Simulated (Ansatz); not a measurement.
Partial pair distribution functions of a relaxed model of amorphous In$_{6}$Ga$_{12}$Zn$_{6}$O$_{33}$, broadened by 0.06 Å; density 5.53 g/cm³. The numbers are results of PBE, scalar-relativistic without spin-orbit coupling (plane waves to 420 eV, PAW; Ansatz, an electronic-structure program), not measurements.

It comes from a melt-quench run on a machine-learned potential (CHGNet), relaxed afterwards by DFT. O atoms were pushed apart under 1.9 Å during the dynamics, to hinder bonds among them. The hot cell started wider than the set density and was brought back towards it in steps. It is the lowest in DFT energy of 2 quenches. It is a model cell: composition and starting density were chosen by hand, and all elements were melted together. No dispersion term was used. Its density started from a set value of 5.78 and ended at 5.53 g/cm³. The quench (nominally 84 K/ps over its main leg) was far faster than any real one, so the model tends to hold more defects than a real film. A cell of this size samples the disorder only roughly. Volume and shape were free in the relaxation.

| r (Å) | g Ga-O | g In-O | g Ga-Ga | g O-O |
|---|---|---|---|---|
| 1.60 | 0.00 | 0.00 | 0.00 | 0.00 |
| 1.70 | 0.35 | 0.00 | 0.00 | 0.00 |
| 1.80 | 4.65 | 0.00 | 0.00 | 0.00 |
| 1.90 | 9.44 | 0.08 | 0.00 | 0.00 |
| 2.00 | 5.43 | 1.85 | 0.00 | 0.00 |
| 2.10 | 0.89 | 7.23 | 0.00 | 0.00 |
| 2.20 | 0.19 | 7.52 | 0.00 | 0.00 |
| 2.30 | 0.02 | 2.08 | 0.00 | 0.00 |
| 2.40 | 0.00 | 0.27 | 0.00 | 0.02 |
| 2.50 | 0.12 | 0.02 | 0.00 | 0.25 |
| 2.60 | 0.28 | 0.14 | 0.00 | 0.60 |
| 2.70 | 0.05 | 0.24 | 0.03 | 1.29 |
| 2.80 | 0.16 | 0.02 | 0.60 | 2.07 |
| 2.90 | 0.53 | 0.01 | 1.40 | 2.66 |
| 3.00 | 0.20 | 0.29 | 1.90 | 2.58 |
| 3.10 | 0.21 | 0.76 | 2.61 | 2.35 |
| 3.20 | 0.38 | 0.42 | 3.27 | 2.73 |
| 3.30 | 0.67 | 0.38 | 3.20 | 2.26 |
| 3.40 | 0.62 | 0.32 | 2.78 | 1.42 |
| 3.50 | 0.83 | 0.68 | 1.32 | 0.84 |
| 3.60 | 1.21 | 0.71 | 1.27 | 0.76 |
| 3.70 | 1.34 | 0.92 | 1.16 | 0.68 |
| 3.80 | 1.34 | 1.40 | 0.60 | 0.62 |
| 3.90 | 1.43 | 1.26 | 0.66 | 0.42 |
| 4.00 | 1.19 | 1.08 | 0.67 | 0.50 |
| 4.10 | 1.13 | 0.89 | 1.42 | 0.51 |
| 4.20 | 0.88 | 1.13 | 0.98 | 0.53 |
| 4.30 | 1.27 | 0.82 | 1.11 | 0.47 |

Within 2.30 Å each Ga has 4.33 O neighbours on average.
